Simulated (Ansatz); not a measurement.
We consider BAs (model structure, from the rocksalt type, Fm-3m, No. 225), described by r²SCAN (PAW; Ansatz, an electronic-structure program).

Output (set-up and result lines):

```
WARN output.stress: scf.convergence.dr2_threshold = 1e-7 eV (the SCF's general default) is looser than the 2e-10 eV advised for a printed stress (1e-10 eV for …
Relaxation: its limit of steps is 80 (relax.max_steps)
Crystal: 2 atoms, lattice volume = 24.825 Å³
Basis set: ecut = 560 eV, 725 PW (Γ), exchange–correlation on 81×81×81 points (27 copies of the dense FFT grid, shifted against one another)
Bands: 13, of which v1, the nominal top of the filled ones, is band 9 counted from 1 (8 counted from 0)
Symmetry: 48 space group operations
Space group: Fm-3m (ITA 225), of the structure as read, at distance tolerance 2.9e-5 Å
k-points: 328 of 10648
Functional: x = r2scan, c = r2scan; τ floored in thin density (d = 2e-4 eV/Å³)
SCF iter   1: F=—  HF=-5019.236225 eV  |F-HF|=—  |Δ(HF+E_count)|=         —  Δρ=6.12e-3  dr2=1.31e-2  dr2_τ=4.22e-2
SCF iter   2: F=—  HF=-5019.273729 eV  |F-HF|=—  |Δ(HF+E_count)|=   3.75e-2  Δρ=3.03e-3  dr2=2.21e-3  dr2_τ=7.25e-5
  ...
SCF 1 converged in 6 iterations: F = -5019.273696 eV  dr2 = 1.28e-9
Crystal: 2 atoms, lattice volume = 24.825 Å³
Initial density: handed on by an earlier stage of this run
SCF iter   1: F=—  HF=-5019.273696 eV  |F-HF|=—  |Δ(HF+E_count)|=         —  Δρ=2.86e-6  dr2=1.28e-9  dr2_τ=3.27e-11
SCF iter   2: F=-5019.273696 eV  HF=-5019.273696 eV  |F-HF|=5.20e-10  |Δ(HF+E_count)|=   1.16e-9  Δρ=1.47e-6  dr2=2.60e-10  dr2_τ=1.42e-11
SCF 2 converged in 2 iterations: F = -5019.273696 eV  dr2 = 2.60e-10
SCF converged after 2 iterations
Free energy (F): -5019.273696 eV
Internal energy: -5019.267636 eV  (E = F + TS)
E sigma→0 (E₀):  -5019.270666 eV
Fermi energy:    12.595308 eV
--- Stress (GPa, compression-positive) ---
       -2.547077       0.000000       0.000000
       -0.000000      -2.547077       0.000000
        0.000000       0.000000      -2.547077
  P = ⅓ Tr σ = -2.5471 GPa (-25.471 kbar)
```

### Question
Write an input file that produces this run.

### Answer
One answer among several that fit: 
Ansatz 0.2 input:
```yaml
crystal:
  lattice:
    - [0.0, 2.3153648181, 2.3153648181]
    - [2.3153648181, 0.0, 2.3153648181]
    - [2.3153648181, 2.3153648181, 0.0]
  atoms:
    - { symbol: As, position: [0.0, 0.0, 0.0] }
    - { symbol: B, position: [0.5, 0.5, 0.5] }
basis:
  ecutwfc: 560
  ecutrho_ratio: 4
  xc_grid: 3
kpoints:
  mp_grid: { grid: [22, 22, 22] }
hamiltonian:
  xc: r2scan
  dispersion: none
  pseudopotentials: { kind: paw }
scf:
  occupations: { method: fermi_dirac, width: 0.05 }
output:
  forces: true
  stress: true
  eigenvalues: true
relax:
  f_tol: 0.004
  escape_saddle: false
  max_steps: 80
```

The cell is one volume of an energy–volume scan, off the minimum.

The PAW data were made under PBE.

Note: the cell keeps the symmetry of its start, so it can be a saddle point.

A model structure was made by putting elements into a prototype or built by hand; it is no filed structure, need not be a known phase, and can be a saddle point held by its symmetry.
